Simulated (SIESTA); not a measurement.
SIESTA run on SnTe (I4mm, 2 atoms in the cell): self-consistent single point.

Computed with GGA PBEsol, numerical atomic orbitals DZP, PseudoDojo PBEsol standard norm-conserving potentials (rewritten from UPF to PSML) (SIESTA).

The change in words: lattice scaled by 0.98; kgrid.MonkhorstPack: 6 6 6 → 4 4 4. Reference geometry:
```
SnTe
1.0
    0.00000     3.14420     3.14420
    3.14420     0.00000     3.14420
    3.14420     3.14420     0.00000
Sn Te
1 1
Direct
  0.00795   0.00795   0.99205
  0.50000   0.50000   0.50000
```

Reference input (self-consistent single point, DFT, GGA PBEsol, numerical atomic orbitals DZP, PseudoDojo PBEsol standard norm-conserving potentials (rewritten from UPF to PSML)): XC.functional = GGA; XC.authors = PBEsol; potentials = PseudoDojo PBEsol standard; PAO.BasisSize = DZP; PAO.EnergyShift = 0.005 Ry; MeshCutoff = 350 Ry; kgrid.MonkhorstPack = 6 6 6; OccupationFunction = FD; ElectronicTemperature = 10 meV; MaxSCFIterations = 150; SCF.Mixer.Method = Broyden; SCF.Mixer.Weight = 0.1. This run's input differs from it in these lines:

```diff
@@ -12,5 +12,5 @@
 %block LatticeVectors
-     0.000000000    3.144200000    3.144200000
-     3.144200000    0.000000000    3.144200000
-     3.144200000    3.144200000    0.000000000
+     0.000000000    3.081316000    3.081316000
+     3.081316000    0.000000000    3.081316000
+     3.081316000    3.081316000    0.000000000
 %endblock LatticeVectors
@@ -18,4 +18,4 @@
 %block AtomicCoordinatesAndAtomicSpecies
-    -0.000000000   -0.000000000    0.049999068  1
-     3.144200000    3.144200000    3.144200000  2
+     0.000000000    0.000000000    0.048999087  1
+     3.081316000    3.081316000    3.081316000  2
 %endblock AtomicCoordinatesAndAtomicSpecies
@@ -28,5 +28,5 @@
 %block kgrid.MonkhorstPack
-    6   0   0  0.0
-    0   6   0  0.0
-    0   0   6  0.0
+    4   0   0  0.0
+    0   4   0  0.0
+    0   0   4  0.0
 %endblock kgrid.MonkhorstPack
```

Log, with long lists cut:

```
        iscf     Eharris(eV)        E_KS(eV)     FreeEng(eV)     dDmax    Ef(eV) dHmax(eV)
   scf:    1    -4985.039898    -4986.235477    -4986.235477  0.547080 -3.262272  2.236829
   scf:    2    -4986.277185    -4986.256599    -4986.256599  0.020804 -3.287406  1.906100
   scf:    3    -4986.351643    -4986.312850    -4986.312850  0.127772 -3.438677  0.355613
   scf:    4    -4986.314953    -4986.313961    -4986.313961  0.003750 -3.444727  0.217834
   scf:    5    -4986.314992    -4986.314686    -4986.314686  0.003020 -3.448292  0.012496
   scf:    6    -4986.314695    -4986.314691    -4986.314691  0.000244 -3.447766  0.010851
   scf:    7    -4986.314706    -4986.314699    -4986.314699  0.000427 -3.446640  0.004500
   scf:    8    -4986.314701    -4986.314700    -4986.314700  0.000260 -3.445938  0.000738
   scf:    9    -4986.314700    -4986.314700    -4986.314700  0.000032 -3.445832  0.000630
SCF Convergence by DM+H criterion
max |DM_out - DM_in|         :     0.0000322848
max |H_out - H_in|      (eV) :     0.0006301501
SCF cycle converged after 9 iterations

Using DM_out to compute the final energy and forces

siesta: E_KS(eV) =            -4986.3147

siesta: E_KS - E_eggbox =     -4986.3147

siesta: Atomic forces (eV/Ang):
     1    0.000002    0.000002    0.008063
     2   -0.000002   -0.000002   -0.008032
   Tot    0.000000    0.000000    0.000031
   Max    0.008063
   Res    0.004646    sqrt( Sum f_i^2 / 3N )
   Max    0.008063    constrained

Stress tensor Voigt[x,y,z,yz,xz,xy] (kbar):      -36.79      -36.79      -37.21       -0.18       -0.18       -0.18
(Free)E + p*V (eV/cell)    -4984.9659
Target enthalpy (eV/cell)    -4986.3147

siesta: Program's energy decomposition (eV):
siesta: FreeEng =     -4986.314700

   [... lines left out ...]
siesta: Cell volume =         58.511161 Ang**3
siesta:          36.93409479         37.15695504  kBar
   [... lines left out ...]
               5dxz    5dx2-y2
   2 15.910   1.613   0.143   1.003   0.998   1.003   0.220   0.223   0.220
              2.004   2.004   2.005   2.004   2.005   0.058   0.057   0.147

              0.057   0.147

mulliken: Qtot =       30.000

Mulliken Atomic Populations:
Atom #   charge [q] valence [e]  Species
     1    -0.089588   14.089588  Sn
     2     0.089588   15.910412  Te
 Total     0.000000
```

The run converged in 9 iterations. Against the reference run the free energy rises by 25.1 meV/atom, the pressure goes from 1.10 to 3.69 GPa, the largest force goes from 0.003 to 0.008 eV/Å and the gap on the mesh goes from 0.147 to 0.283 eV.

The starting cell has typed, rounded lattice constants, without a prior relaxation at this level. Its lattice was rescaled by up to half a per cent. One atom was moved a little off its site on purpose. For this run, on top of that: lattice scaled by 0.98. Spin-orbit coupling is off. Values carry the incompleteness of an atom-centred basis. With a pressure of about 4 GPa the cell is away from its equilibrium volume at this level. Another mesh or the band path of this cell gives a smaller gap, so this value is not converged in the mesh.

Cost on one core of a shared machine: roughly 40 s.
